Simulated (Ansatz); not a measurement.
Start from SnTe in the rock salt structure (space group Fm-3m, No. 225; a = 6.371 Å). Axes: x, y, z lie along the cube axes.

Calculations: r2SCAN (Ansatz, a program for electronic structure; PAW; 500 eV plane waves; no spin-orbit coupling), earlier PAW set.

Base values:

| Item | Result |
|---|---|
| Electron mass | 0.065 mₑ along k, 0.14 mₑ across (at L) |
| Pressure | 0.00 GPa |

The change: tensile biaxial strain of 0.19 % in the plane normal to [110], as in epitaxy on a mismatched substrate; the out-of-plane cell vector and the atoms relax.

What does the calculation give for the electron mass and pressure after the change?

The electron mass becomes 0.073 mₑ along k, 0.12 mₑ across (at R) (base: 0.065 mₑ along k, 0.14 mₑ across (at L)); the pressure (mean of the normal stresses, compression positive) goes from zero to -0.11 GPa.

A biaxial case was relaxed in a doubled cell and then solved in the primitive one. With Te present, leaving out spin-orbit coupling can change the band edges. The levels and masses belong to the bands next to the band gap. Masses are band curvatures over ±0.01 Å⁻¹ around the edge. Along k means along the line from Γ to the band edge. No phonon test of stability was made.
